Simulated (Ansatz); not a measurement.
Input:

```yaml
crystal:
  lattice:
    - [-2.71287, 2.75419, 5.48075]
    - [2.71287, -2.75419, 5.48075]
    - [2.71287, 2.75419, -5.48075]
  atoms:
    - { symbol: Ga, position: [0.50019, 0.50019, 0.00000] }
    - { symbol: Ga, position: [0.24981, 0.74981, 0.50000] }
    - { symbol: Cu, position: [0.99980, 0.99980, 0.00000] }
    - { symbol: Cu, position: [0.75020, 0.25020, 0.50000] }
    - { symbol: Se, position: [0.87500, 0.88496, 0.50996] }
    - { symbol: Se, position: [0.11617, 0.62500, 0.99117] }
    - { symbol: Se, position: [0.37500, 0.36504, 0.49004] }
    - { symbol: Se, position: [0.63383, 0.12500, 0.00883] }
```

No spin polarisation.

Calculations: LDA/PAW in Ansatz (a first-principles code), no spin-orbit coupling. k-mesh 9×9×9 (Γ-centred); smearing 0.05 eV (Fermi–Dirac).

### Question
Estimate the pressure (mean of the normal stresses, compression positive).

### Answer
12.2 kbar.

### Question
Predict the band gap.

### Answer
0.24 eV.

### Question
What is the computed electron mass?

### Answer
0.035 mₑ along x, 0.040 mₑ along y, 0.032 mₑ along z (at Γ).

The cells carry an imposed strain or load. Effective masses come from finite differences of ±0.01 Å⁻¹. Stability against distortions was not tested. The final runs are not spin-polarised. The cell was made from GaCuSe2 in the chalcopyrite structure (space group I-42d, No. 122) by this change: uniaxial strain ε_xx = −1.50 %. A zero or small gap of GaCuSe2 can be the functional's error rather than a property of the material.
